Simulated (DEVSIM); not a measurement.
System: illuminated Si p-on-n cell, one wavelength, with a back-surface field, at 400 K.

Layer 1 from the left is Si, thickness (μm) 0.0830, Na (cm⁻³) 1.9e18, τn (s) 1.6e-8, τp (s) 4.6e-8, absorption coefficient (cm⁻¹) 440. Layer 2 from the left is Si, thickness (μm) 100, Nd (cm⁻³) 9.4e16, τn (s) 1.5e-6, τp (s) 1.5e-6, absorption coefficient (cm⁻¹) 440. Layer 3 from the left is Si, thickness (μm) 0.820, Nd (cm⁻³) 2e18, τn (s) 1.5e-6, τp (s) 1.5e-6, absorption coefficient (cm⁻¹) 440.

Left contact: ohmic, minority electron recombination velocity 4e5 cm/s. Right contact: ohmic, minority hole recombination velocity 400 cm/s. Voltage is applied to the left contact. Recombination: SRH at mid-gap, radiative, Auger. Light enters at the left, 1.7e18 photons cm⁻² s⁻¹, one pass, no reflection. Mobility is constant in doping.

The device is made up for the run: typed textbook-type constants, with dimensions and the other settings drawn at random. Values at 300 K; Nc and Nv go as T^1.5, mobilities as T to minus their exponent, the gap by Varshni's rule with the affinity fixed.

Si: gap (eV) 1.124, affinity (eV) 4.05, permittivity 11.7, Nc (cm⁻³) 2.86e19, Nv (cm⁻³) 3.1e19, μn (cm²/Vs) 1417, μp (cm²/Vs) 470, T exponent of μn 2.3, T exponent of μp 2.2, B (cm³/s) 4.7e-15, Cn (cm⁶/s) 2.8e-31, Cp (cm⁶/s) 9.9e-32, Varshni α (eV/K) 0.000473, Varshni β (K) 636.

Model (solved in DEVSIM): 1D drift-diffusion, Boltzmann statistics, complete ionisation; no tunnelling, impact ionisation, image-force lowering or self-heating.

Dark forward current:

| |V| (V) | |J| (A/cm²) |
|---|---|
| 0.05 | 4.049e-6 |
| 0.10 | 2.029e-5 |
| 0.15 | 8.757e-5 |
| 0.20 | 0.0003704 |
| 0.25 | 0.001567 |
| 0.30 | 0.006652 |
| 0.35 | 0.02827 |
| 0.40 | 0.1201 |
| 0.45 | 0.5067 |
| 0.50 | 2.076 |
| 0.55 | 7.695 |
| 0.60 | 22.79 |
| 0.65 | 51.21 |
| 0.70 | 93.76 |
| 0.75 | 153.1 |
| 0.80 | 238.2 |
| 0.85 | 367.6 |
| 0.90 | 568.1 |
| 0.95 | 859.7 |
| 1.00 | 1241 |
| 1.05 | 1699 |
| 1.10 | 2218 |

### Question
Work out the local ideality factor n = ΔV / (kT/q · ln(J2/J1)) between the rows 0.15 and 0.20 V, 0.30 and 0.35 V, 1.05 and 1.10 V.

### Answer
kT/q = 34.47 mV. From 0.15 to 0.20 V: ln(0.0003704/8.757e-5) = 1.442, n = 1.01, near the 1 of diffusion or emission over a barrier. From 0.30 to 0.35 V: ln(0.02827/0.006652) = 1.447, n = 1.00, near the 1 of diffusion or emission over a barrier. From 1.05 to 1.10 V: ln(2218/1699) = 0.267, n = 5.44.

### Question
What current could the absorbed light give at most, and what share is collected?

### Answer
Σ αd = 4.44, so qΦ(1 − exp(−Σ αd)) = 269 mA/cm². The simulated short-circuit current is 169.1 mA/cm², a share of 0.63.

### Question
Estimate the open-circuit voltage by superposition: the voltage at which the dark current equals that short-circuit current.

### Answer
Interpolating ln J in the table gives 0.412 V. The simulation gives 0.412 V, the same within the digits that matter. Superposition holds where collection doesn't change with voltage.

### Question
Estimate the fill factor from FF0 = (v − ln(v + 0.72))/(v + 1), v = qVoc/(nkT), with n from the dark curve.

### Answer
The rows about Voc, 0.40 and 0.45 V, give n = 1.01, so v = 11.9 and FF0 = 0.725. The simulation gives 0.725, the same within the digits that matter.
